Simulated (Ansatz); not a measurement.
# A computed series for CrB2: magnetic orders

The reference is CrB₂ (space group P6/mmm, No. 191; a = 2.955 Å, c = 2.931 Å; ferromagnetic).

Each order is relaxed in cell and atoms; arrows give the starting signs on the magnetic atoms.

Level of theory: Ansatz (a quantum-chemistry and plane-wave program) PBEsol, spin-orbit coupling left out.

Notes on the quantities. space group: of the atoms, moments ignored; energy relative to the base: σ→0; to 0.01 eV only: unlike meshes or grids.

| variant | space group | largest site moment | energy relative to the base | shortest interatomic distance |
|---|---|---|---|---|
| base | P6/mmm (No. 191) | 0.57 μB | 0.00 eV/atom | 1.706 Å |
| ↑↓ start, q = (0, 1/2, 1/2), 6 atoms | Cmmm (No. 65) | 0.93 μB | 0.00 eV/atom | 1.708 Å |
| ↑↓ start, q = (0, 1/2, 0), 6 atoms | Cmmm (No. 65) | 0.99 μB | -0.01 eV/atom | 1.694 Å |
| ↑↓ start, q = (0, 0, 1/2), 6 atoms | P6/mmm (No. 191) | 1.01 μB | -0.01 eV/atom | 1.723 Å |
| non-magnetic | P6/mmm (No. 191) | – | 0.00 eV/atom | 1.714 Å |

Other magnetic orders, which the real material may have, were not ruled out. Whether these cells are dynamically stable was not tested. Spin-polarised in the final run: ↑↓ start, q = (0, 1/2, 1/2), 6 atoms, base, ↑↓ start, q = (0, 1/2, 0), 6 atoms and ↑↓ start, q = (0, 0, 1/2), 6 atoms; the other runs are not.
